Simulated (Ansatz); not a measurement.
For CaZrN2 (model structure, started from the MgZrN2 type, I4₁/amd, No. 141, 8 atoms in the cell), PBE in Ansatz (PAW) gives:

| Item | Value |
|---|---|
| lattice parameter a | 4.703 Å |
| c axis length | 9.600 Å |

### Question
What does r²SCAN+rVV10 (Ansatz, an electronic-structure program, plane waves, PAW) give for the same quantities?

### Answer

- lattice constant a: 4.680 Å (shrinks by 0.5 %)
- lattice parameter c: 9.542 Å (falls by 0.6 %)

Changes are worked out from the printed values.

Unless a cell is named, each level is at its own relaxed cell (PBE 13.27, r²SCAN+rVV10 13.06 Å³/atom).

Ansatz's density-functional and Hartree–Fock values are scalar-relativistic unless marked +SOC, with PAW data made under PBE.

A model structure was made by putting elements into a prototype or built by hand; it is no filed structure, need not be a known phase, and can be a saddle point held by its symmetry.
